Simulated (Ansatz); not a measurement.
## A self-consistent single point of Nb3Rh (Pm-3n, 8 atoms in the cell) with Ansatz

Method of the run: LDA (PW92), default PAW files made with PBE (plane waves; Ansatz, an electronic-structure program).

Input:

Ansatz 0.2 input:
```yaml
crystal:
  lattice:
    - [5.145603, 0.000000, 0.000000]
    - [0.000000, 5.145603, 0.000000]
    - [0.000000, 0.000000, 5.145603]
  atoms:
    - { symbol: Nb, position: [0.250000, 0.000000, 0.500000] }
    - { symbol: Nb, position: [0.750000, 0.000000, 0.500000] }
    - { symbol: Nb, position: [0.500000, 0.750000, 0.000000] }
    - { symbol: Nb, position: [0.500000, 0.250000, 0.000000] }
    - { symbol: Nb, position: [0.000000, 0.500000, 0.750000] }
    - { symbol: Nb, position: [0.000000, 0.500000, 0.250000] }
    - { symbol: Rh, position: [0.000000, 0.000000, 0.000000] }
    - { symbol: Rh, position: [0.500000, 0.500000, 0.500000] }
basis:
  ecutwfc: 420.0
kpoints:
  mp_grid: { grid: [7, 7, 7] }
hamiltonian:
  xc: lda
  pseudopotentials: { kind: paw }
scf:
  occupations: { method: gaussian, width: 0.1 }
output:
  forces: true
  eigenvalues: true
  stress: true
```

Output, abridged:

```
WARN ansatz: RAYON_NUM_THREADS=1 ignored (pool sized by the plan → 1); use --threads N
Pseudopotentials: kind: paw
Pseudopotential: Nb, paw, valence charge 13
Pseudopotential: Rh, paw, valence charge 17
Crystal: 8 atoms, lattice volume = 136.241 Å³
Basis set: ecut = 420 eV, 2601 PW (Γ)
Bands: 68, of which v1, the nominal top of the filled ones, is band 56 counted from 1 (55 counted from 0)
Symmetry: 48 space group operations
Space group: Pm-3n (ITA 223), of the structure as read, at distance tolerance 5.1e-5 Å
k-points: 20 of 343
PAW frozen core: Nb, regenerated for the run's functional, and the local potential with it
PAW frozen core: Rh, regenerated for the run's functional, and the local potential with it
Initial density: superposition of atomic densities (neutral atoms: chi_scale 0, normalization atom), corrected by the library's trained network
Initial wavefunctions: pseudopotential atomic-orbital guess
Eigensolver: davidson
Functional: x = slater, c = lda
SCF iter   1: F=—  HF=-39214.946574 eV  |F-HF|=—  |Δ(HF+E_count)|=         —  Δρ=1.51e-2  dr2=3.69e-1  ethr=1.77e-3  ⟨swp⟩=4.0  Hψ=4309  notcnv=0
all-band conjugate gradients solve this SCF's bands
preconditioner: auto → Kerker (q_TF=auto, 2.641 Å⁻¹)
SCF iter   2: F=—  HF=-39214.914668 eV  |F-HF|=—  |Δ(HF+E_count)|=   3.19e-2  Δρ=6.54e-3  dr2=5.90e-2  ethr=3.30e-4  ⟨swp⟩=1.0  Hψ=1580  notcnv=0
SCF iter   3: F=—  HF=-39214.906707 eV  |F-HF|=—  |Δ(HF+E_count)|=   7.96e-3  Δρ=1.04e-3  dr2=5.54e-4  ethr=5.27e-5  ⟨swp⟩=2.0  Hψ=1477  notcnv=0
SCF iter   4: F=—  HF=-39214.906644 eV  |F-HF|=—  |Δ(HF+E_count)|=   6.32e-5  Δρ=1.32e-4  dr2=2.14e-5  ethr=4.95e-7  ⟨swp⟩=2.5  Hψ=2274  notcnv=0
SCF iter   5: F=—  HF=-39214.906644 eV  |F-HF|=—  |Δ(HF+E_count)|=   2.18e-7  Δρ=2.60e-5  dr2=4.96e-7  ethr=1.91e-8  ⟨swp⟩=2.0  Hψ=2313  notcnv=0
SCF iter   6: F=-39214.906643 eV  HF=-39214.906643 eV  |F-HF|=2.13e-9  |Δ(HF+E_count)|=   9.46e-8  Δρ=3.73e-6  dr2=1.38e-8  ethr=8.93e-11  ⟨swp⟩=8.2  Hψ=4807  notcnv=0
SCF 1 converged in 6 iterations: F = -39214.906643 eV  dr2 = 1.38e-8
SCF converged after 6 iterations
Free energy (F): -39214.906643 eV
Harris-Foulkes:  -39214.906643 eV  (|F-HF|=2.13e-9)
Internal energy: -39214.870754 eV  (E = F + TS)
E sigma→0 (E₀):  -39214.888699 eV
Entropy (-TS):   -0.035890 eV (-4.486 meV/atom)
Fermi energy:    18.599563 eV
--- Per-component energies (eV) ---
  E_band       = -674.786046
  E_kinetic    = 3515.006929
  E_local      = -7886.451646  (includes V_loc(G=0)·N_el)
  E_nonlocal   = 1460.391631
  E_hartree    = 2640.343895
  E_xc         = -1488.689178
  E_vxc        = -1833.195206  (∫ρ·V_xc dr)
  E_paw        = -24716.210644  (= ΣΔE_a)
  E_vpaw       = -1211.226741  (= ΣTr[D̂ρ^β])
  E_aug_tail   = 0.001588  (compensation charges beyond the density's cutoff)
  E_ewald      = -12743.062459
  E_core_change = 3.799130  (= ΣΔE_core)
  E_smearing   = -0.035890  (= −TS)
  E_closure    = -0.000000  (closes the sum)
  Σ components = -39214.906643   (vs F -39214.906643, Δ=0.00e0)
--- Forces (eV/Å), atoms counted from 1 ---
  atom   1  Nb     0.00000000    -0.00000000     0.00000000
   [... zero for the other atoms too ...]
  max |Σ_I F_I| component: 3.70e-17 eV/Å
--- Stress (GPa, compression-positive) ---
       -8.829377      -0.000000       0.000000
       -0.000000      -8.829377       0.000000
        0.000000       0.000000      -8.829377
  P = ⅓ Tr σ = -8.8294 GPa (-88.294 kbar)
  The stress holds the Pulay correction. Without it, at fixed plane waves, as pw.x and ABINIT print it: P = -8.8636 GPa
--- Band table (eV; the first three rows and the last of 20) ---
  k-point 0: bands = ["-59.9794", "-59.9793", "-36.1811", "-36.0798", "-36.0798", "-35.7911", "-35.7911", "-35.7911", "-27.9168", "-27.9168", "-27.9168", "-27.9161", "-27.9161", "-27.9161", "-13.2605", "-13.2605", "-13.0633", "-12.4746", "-12.4746", [...]
  k-point 1: bands = ["-59.9794", "-59.9793", "-36.1731", "-36.0838", "-36.0691", "-35.8072", "-35.7911", "-35.7911", "-27.9168", "-27.9168", "-27.9163", "-27.9162", "-27.9162", "-27.9158", "-13.2563", "-13.2133", "-13.0258", "-12.4724", "-12.4724", [...]
  k-point 2: bands = ["-59.9794", "-59.9793", "-36.1540", "-36.0949", "-36.0357", "-35.8517", "-35.7910", "-35.7910", "-27.9170", "-27.9170", "-27.9164", "-27.9164", "-27.9153", "-27.9149", "-13.2443", "-13.1876", "-12.8049", "-12.4679", "-12.4679", [...]
  k-point 19: bands = ["-59.9794", "-59.9794", "-36.0013", "-35.9877", "-35.9877", "-35.9221", "-35.9221", "-35.9135", "-27.9154", "-27.9152", "-27.9152", "-27.9146", "-27.9146", "-27.9144", "-12.4796", "-12.4796", "-12.4709", "-12.3815", [...]
```

The run converged in 6 iterations.

The starting cell comes from a database of computed structures (which also holds hypothetical and non-ambient phases and stackings), without a prior relaxation at this level. Its lattice was rescaled by up to half a per cent. Spin polarisation is off. With a pressure of about -9 GPa the cell is away from its equilibrium volume at this level. Ansatz's pressure includes its estimate of the finite-basis (Pulay) stress.
